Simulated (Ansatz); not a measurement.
# Worked example: self-consistent single point of Pb (Fm-3m, 1 atom in the cell) in Ansatz

Level of theory: PBE (plane waves, PAW; Ansatz, a quantum-chemistry and plane-wave program).

Input as run:

Ansatz 0.2 input:
```yaml
crystal:
  lattice:
    - [0.00000000, 2.46757500, 2.46757500]
    - [2.46757500, 0.00000000, 2.46757500]
    - [2.46757500, 2.46757500, 0.00000000]
  atoms:
    - { symbol: Pb, position_ang: [0.00000000, 0.00000000, 0.00000000] }
basis:
  ecutwfc: 420.0 eV
kpoints:
  mp_grid: { grid: [12, 12, 12] }
hamiltonian:
  xc: pbe
  pseudopotentials: { kind: paw }
scf:
  occupations: { method: gaussian, width: 0.1 eV }
output:
  forces: true
  eigenvalues: true
  stress: true
```

Log, with long lists cut:

```
WARN ansatz: RAYON_NUM_THREADS=1 ignored (pool sized by the plan → 1); use --threads N
Pseudopotentials: kind: paw
Pseudopotential: Pb, paw, valence charge 14
Crystal: 1 atoms, lattice volume = 30.050 Å³
Basis set: ecut = 420 eV, 609 PW (Γ), exchange–correlation on 48×48×48 points (8 copies of the dense FFT grid, shifted against one another)
Bands: 11, of which v1, the nominal top of the filled ones, is band 7 counted from 1 (6 counted from 0)
Symmetry: 48 space group operations
Space group: Fm-3m (ITA 225), of the structure as read, at distance tolerance 3.1e-5 Å
k-points: 72 of 1728
Initial density: superposition of atomic densities (neutral atoms: chi_scale 0, normalization atom), corrected by the library's trained network
Initial wavefunctions: pseudopotential atomic-orbital guess
Eigensolver: davidson
Functional: x = pbe(κ = 0.804, μ = 0.2195149727645171), c = pbe(β = 0.06672455060314922)
SCF iter   1: F=—  HF=-11906.385742 eV  |F-HF|=—  |Δ(HF+E_count)|=         —  Δρ=6.57e-4  dr2=1.00e-4  ethr=1.77e-3  ⟨swp⟩=5.6  Hψ=5221  notcnv=0
all-band conjugate gradients solve this SCF's bands
preconditioner: auto → none
SCF iter   2: F=—  HF=-11906.385346 eV  |F-HF|=—  |Δ(HF+E_count)|=   3.95e-4  Δρ=5.85e-4  dr2=5.10e-5  ethr=7.14e-7  ⟨swp⟩=2.0  Hψ=1823  notcnv=0
SCF iter   3: F=—  HF=-11906.385357 eV  |F-HF|=—  |Δ(HF+E_count)|=   1.03e-5  Δρ=1.29e-4  dr2=3.44e-6  ethr=3.64e-7  ⟨swp⟩=2.0  Hψ=1274  notcnv=0
SCF iter   4: F=—  HF=-11906.385358 eV  |F-HF|=—  |Δ(HF+E_count)|=   1.75e-6  Δρ=2.74e-5  dr2=2.17e-7  ethr=2.46e-8  ⟨swp⟩=2.0  Hψ=866  notcnv=0
iter 5 did not close the SCF: its close was put off for the readings that it lacked (scf_convergence_deferred on its scf_iter line)
SCF iter   5: F=-11906.385358 eV  HF=-11906.385358 eV  |F-HF|=6.22e-9  |Δ(HF+E_count)|=   8.56e-8  Δρ=5.75e-6  dr2=6.38e-9  ethr=1.55e-9  ⟨swp⟩=2.1  Hψ=1220  notcnv=0
SCF iter   6: F=-11906.385358 eV  HF=-11906.385358 eV  |F-HF|=1.13e-10  |Δ(HF+E_count)|=   2.48e-9  Δρ=5.59e-7  dr2=1.04e-10  ethr=4.56e-11  ⟨swp⟩=3.6  Hψ=3505  notcnv=0
SCF 1 converged in 6 iterations: F = -11906.385358 eV  dr2 = 1.04e-10
SCF converged after 6 iterations
Free energy (F): -11906.385358 eV
Harris-Foulkes:  -11906.385358 eV  (|F-HF|=1.13e-10)
Internal energy: -11906.378745 eV  (E = F + TS)
E sigma→0 (E₀):  -11906.382052 eV
Entropy (-TS):   -0.006613 eV (-6.613 meV/atom)
Fermi energy:    11.144941 eV
--- Per-component energies (eV) ---
  E_band       = -34.872973
  E_kinetic    = 289.300404
  E_local      = -1009.152641  (includes V_loc(G=0)·N_el)
  E_nonlocal   = 349.540782
  E_hartree    = 401.424453
  E_xc         = -221.008747
  E_vxc        = -132.798467  (∫ρ·V_xc dr)
  E_paw        = -10405.479718  (= ΣΔE_a)
  E_vpaw       = -334.611601  (= ΣTr[D̂ρ^β])
  E_aug_tail   = 0.000048  (compensation charges beyond the density's cutoff)
  E_ewald      = -1311.003326
  E_smearing   = -0.006613  (= −TS)
  E_closure    = -0.000000  (closes the sum)
  Σ components = -11906.385358   (vs F -11906.385358, Δ=0.00e0)
--- Forces (eV/Å), atoms counted from 1 ---
  atom   1  Pb    -0.00000000    -0.00000000    -0.00000000
  max |Σ_I F_I| component: 5.42e-31 eV/Å
--- Stress (GPa, compression-positive) ---
        3.146877      -0.000000      -0.000000
        0.000000       3.146877       0.000000
        0.000000      -0.000000       3.146877
  P = ⅓ Tr σ = 3.1469 GPa (31.469 kbar)
  The stress holds the Pulay correction. Without it, at fixed plane waves, as pw.x and ABINIT print it: P = 3.1236 GPa
--- Band table (eV; the first three rows and the last of 72) ---
  k-point 0: bands = ["-5.9800", "-5.9800", "-5.9800", "-5.8361", "-5.8361", "-0.7063", "18.5947", "18.5947", "18.5947", "20.8586", "22.5653"]
  k-point 1: bands = ["-5.9803", "-5.9698", "-5.9698", "-5.8367", "-5.8367", "-0.5712", "17.0497", "18.4267", "18.4267", "20.5927", "23.2035"]
  k-point 2: bands = ["-5.9826", "-5.9497", "-5.9497", "-5.8303", "-5.8303", "-0.1653", "14.4436", "18.0209", "18.0209", "20.2983", "23.7319"]
  k-point 71: bands = ["-5.9680", "-5.9186", "-5.9186", "-5.7882", "-5.6626", "4.5241", "9.7109", "9.7109", "11.3602", "22.0345", "23.3081"]
```

The run converged in 6 iterations.

The starting cell has typed, rounded lattice constants, without a prior relaxation at this level. Its lattice was rescaled by up to half a per cent. Spin-orbit coupling is off. With a pressure of about 3 GPa the cell is away from its equilibrium volume at this level. Ansatz's pressure includes its estimate of the finite-basis (Pulay) stress.
